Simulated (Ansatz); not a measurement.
Abridged Ansatz (a first-principles code) output:

```
Relaxation: its limit of steps is 50 (relax.max_steps)
Pseudopotential: Au, paw, valence charge 19
Crystal: 1 atoms, lattice volume = 16.496 Å³
Basis set: ecut = 420 eV, 331 PW (Γ), exchange–correlation on 40×40×40 points (8 copies of the dense FFT grid, shifted against one another)
Bands: 14, of which v1, the nominal top of the filled ones, is band 10 counted from 1 (9 counted from 0)
Symmetry: 16 space group operations
k-points: 1639 of 21952
Functional: x = slater, c = lda
SCF iter   1: F=—  HF=-12864.960769 eV  |F-HF|=—  |Δ(HF+E_count)|=         —  Δρ=8.07e-3  dr2=6.66e-3  ethr=1.77e-3  ⟨swp⟩=4.7  Hψ=116105  notcnv=0
SCF iter   2: F=—  HF=-12864.959131 eV  |F-HF|=—  |Δ(HF+E_count)|=   1.64e-3  Δρ=3.91e-3  dr2=1.32e-3  ethr=3.50e-5  ⟨swp⟩=1.0  Hψ=36058  notcnv=0
SCF 1 converged in 6 iterations: F = -12864.958675 eV  dr2 = 1.29e-12
relax step   1: F+E_penalty+E_count = -12864.95867459 eV  Δ(F+E_penalty+E_count) = +0.000e0 eV  max|allowed force component| = 0.000e0 eV/Å  Δτ_max = 0.0000 Å  (6 SCF iters, accepted)
SCF converged after 6 iterations
Free energy (F): -12864.958675 eV
Internal energy: -12864.949954 eV  (E = F + TS)
E sigma→0 (E₀):  -12864.954314 eV
Entropy (-TS):   -0.008721 eV (-8.721 meV/atom)
Fermi energy:    21.196451 eV
--- Forces (eV/Å), atoms counted from 1 ---
  atom   1  Au     0.00000000    -0.00000000     0.00000000
--- Stress (GPa, compression-positive) ---
        0.934315       0.000000       0.000000
        0.000000       0.934315       0.000000
        0.000000       0.000000       1.095001
  P = ⅓ Tr σ = 0.9879 GPa (9.879 kbar)
--- Relaxed structure (1 steps of the walk, 1 accepted, 0 SCFs on fresh bases) ---
  atoms:
    - { symbol: Au, position: [0.0, 0.0, 0.0] }
```

Q: What was computed, and what are the main results?

A: Au, 1 atom in the cell, with Ansatz LDA, no SOC. The last SCF converged to F = -12864.958675 eV, or -12864.9587 eV per atom, at a pressure of 0.99 GPa. The total energy compares only with runs of the same code, potentials and settings.

The cells carry an imposed strain or load. Stability against distortions was not tested. The cell was made from Au in the fcc (Cu type) structure (space group Fm-3m, No. 225) by this change: uniaxial strain ε_zz = −0.50 %.

Keys are those of Ansatz 0.2.
